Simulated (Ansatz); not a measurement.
The starting structures come from a database of crystals and need not be the phases stable at ambient conditions.

The decay constant κ of evanescent states in the gap governs leakage through a thin film.

Input:

```
Cs2NaYCl6
1.0
    7.71710     0.00000     0.00000
   -3.85855     6.68321     0.00000
    3.85855     2.22774     6.30099
Cs Na Y Cl
2 1 1 6
Cartesian
  3.85855   2.22774   1.57525
  3.85855   6.68321   4.72574
  0.00000   4.45547   3.15049
  0.00000   0.00000   0.00000
 -1.98715   5.60275   1.52799
  1.98715   3.30819   4.77300
  7.71710   2.16090   1.52799
  0.00000   6.75004   4.77300
  1.98715   5.60275   1.52799
  5.72995   3.30819   4.77300
```

Space group of this cell: Fm-3m. The cell is taken as given; by PBEsol its mean pressure is -1.5 GPa.

Transport runs along the normal of the first two printed cell vectors, the (111) plane of the conventional cell.

No gap correction and no spin-orbit coupling; mid-gap values are interpolated between computed energies.

Compute, with Ansatz (an electronic-structure program) with PBEsol, the band gap and the smallest decay constant κ at mid-gap.

Gap 4.99 eV on a 6×6×6 mesh; κ = 0.378 1/Å, at the zone centre.
